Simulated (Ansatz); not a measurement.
Co on the 1x1 (111) surface of fcc Al, one in a 2x2 cell, started at the site 'bridge Al-Al (span 2.9 Å)'

Level of theory: PBE (plane waves to 420 eV, PAW; Ansatz, a quantum-chemistry and plane-wave program).

Model: 17-atom slab, 7.0 Å thick at the start under the adsorbate (thin: gaps and levels are the slab's own), 6x6x1 mesh, Fermi-Dirac 0.1 eV, dipole correction, 8 atoms held, the rest relaxed; held to the start's symmetry, so lower structures may exist; spin-polarised, no spin-orbit, no U, no dispersion correction. The starting moment vanished. At the end it is bonded to 4 Al. In PBE it is, or lies within 0.03 eV of, the lowest of the starts that converged.

```yaml
adsorption energy against an atom of hcp Co, ferromagnetic: 1.31 eV
work_function_of_the_top_face: 3.98 eV
change_of_the_work_function: -0.052 eV
change_of_the_step_from_the_bottom_to_the_top_vacuum_level_against_the_clean_slab: -0.075 eV
energy_released_by_relaxation: 1.05 eV
height of the binding atom over the mean of the host atoms within 0.3 Å of the top one: 1.945 bohr
magnetic_moment_of_the_cell: 0.00 μB
nearest_host_atoms_of_the_binding_atom: Al at 2.22 Å, Al at 2.22 Å, Al at 2.42 Å
largest_move_of_a_host_atom: 0.74 Å
cost: around 11 core-minutes (rough)
```

A negative adsorption energy means that the adsorbate is more stable on the surface than in its reference.
